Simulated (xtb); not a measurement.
xtb 6.7.1, GFN2-xTB: Mo(O)(NMe)(F)(Cl) (C[N]=[Mo](=[O])([F])[Cl]), 9 atoms. The geometry is a generated start, not checked to be a minimum at this level.

```
Property                                                                                                        Value
------------------------  -------------------------------------------------------------------------------------------
method                                                                                                       GFN2-xTB
--acc                                                                                                     1 (default)
--etemp (K)                                                                                             300 (default)
detailed input (--input)  none: ANC optimiser, Lindh (1995) Hessian, microcycle=20, maxdispl=1.0, hlow=0.01 (default)
basis functions                                                                                                    39
valence electrons                                                                                                  38
```

```xyz
9

Mo    -0.1361     0.0266     1.4991
O      1.3204     0.4100     2.1529
N     -0.1205    -0.0932    -0.2303
C      0.2380    -0.1025    -1.5913
H     -0.5526     0.3523    -2.1977
H      1.1732     0.4526    -1.7500
H      0.3793    -1.1320    -1.9324
F     -0.7825    -1.5541     2.0986
Cl    -1.5193     1.6403     1.9511
```

Charge 0 and multiplicity 1 are set for this test and not shown to be the ground state.

The structure is relaxed from this start with --opt LEVEL for the levels crude, sloppy, loose, lax, normal, tight, vtight, extreme, once each. Up to the end of the extreme run atoms move by at most 0.36 Å along an axis.

Problem. What is the loosest level that ends within 1 meV of the extreme run, and how many cycles does it take?

Solution. tight: 22 cycles against 43, ending 0.082 meV above.

```csv
level,cycles,energy above the extreme run (meV),gradient norm (eV/Å)
crude,1,3.4,0.16
sloppy,1,3.4,0.16
loose,1,3.4,0.16
lax,2,2.9,0.060
normal,5,2.2,0.049
tight,22,0.082,0.013
vtight,34,0.018,0.0015
extreme,43,—,0.00074
```
